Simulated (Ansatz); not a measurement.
SrTiO$_{3}$ (Pm-3m) under hydrostatic pressure: band gap by PBEsol, rigid bands (plane waves, PAW, scalar-relativistic; Ansatz, a program for electronic structure). The unloaded cell, whose axes the loads refer to:

```
SrTiO3
1.0
    3.89113     0.00000     0.00000
    0.00000     3.89113     0.00000
    0.00000     0.00000     3.89113
Sr Ti O
1 1 3
Cartesian
  0.00000   0.00000   0.00000
  1.94556   1.94556   1.94556
  1.94556   0.00000   1.94556
  0.00000   1.94556   1.94556
  1.94556   1.94556   0.00000
```

| hydrostatic pressure (GPa) | volume per atom (Å³) | band gap (eV) |
|---|---|---|
| -2 | 11.91 | 1.83 |
| 0 | 11.78 | 1.85 |
| 5 | 11.49 | ? |
| 15 | 10.99 | 1.97 |

Question: Fit a straight line to band gap against the load over the rows given, and predict the row at 5 GPa.

Answer: The means are x̄ = 4.333 GPa and ȳ = 1.8833; Σ(x − x̄)(y − ȳ) = 1.407 and Σ(x − x̄)² = 172.7, so the slope is 8.15 meV per GPa, and the rows given lie within 2.0 meV of the line. At 5 GPa the line gives 1.89 eV; the calculation gives 1.90 eV, 0.59 % from it.

Question: With all rows, what volume deformation potential dE_g/d ln V follows?

Answer: A line through E_g against ln V has the slope -1.7 eV, so the gap opens under compression.

Spin-orbit coupling is left out. Stresses and pressures are the targets of the relaxation. Gaps are resolved to about 0.01 eV. The structure type is held at every load. Geometry: cell and atoms relaxed with PBEsol.
